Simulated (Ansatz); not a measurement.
Faces of fcc Rh, relaxed in 1x1 cells (a = 3.830 Å). A vicinal face is read as terraces and steps: γ(θ) = γ(terrace)·cos θ + (β/h)·sin θ, with θ the angle to the terrace, h the step's height and β the energy a length of step; on such narrow terraces β holds the steps' interaction too.

Calculation: PBE (plane waves to 420 eV, PAW; Ansatz, a program for electronic structure).

```tsv
face	γ (J/m²)
(100)	2.39
(110)	2.42
(111)	2.06
(210)	2.55
(211)	2.38
(221)	2.29
(310)	2.56
(311)	2.45
(320)	2.51
(331)	2.32
(332)	2.22
```

Q: What step energy does (211) give on (111) terraces?

A: θ = 19.5°, h = a/√3 = 2.21 Å, so β = (2.38 − 2.06·cos θ)·h / sin θ = 181 meV/Å (1 J/m² = 62.4 meV/Å²).

Q: What step energy does (221) give on (111) terraces?

A: θ = 15.8°, h = a/√3 = 2.21 Å, so β = (2.29 − 2.06·cos θ)·h / sin θ = 156 meV/Å (1 J/m² = 62.4 meV/Å²).

Q: What step energy does (210) give on (100) terraces?

A: θ = 26.6°, h = a/2 = 1.92 Å, so β = (2.55 − 2.39·cos θ)·h / sin θ = 110 meV/Å (1 J/m² = 62.4 meV/Å²).
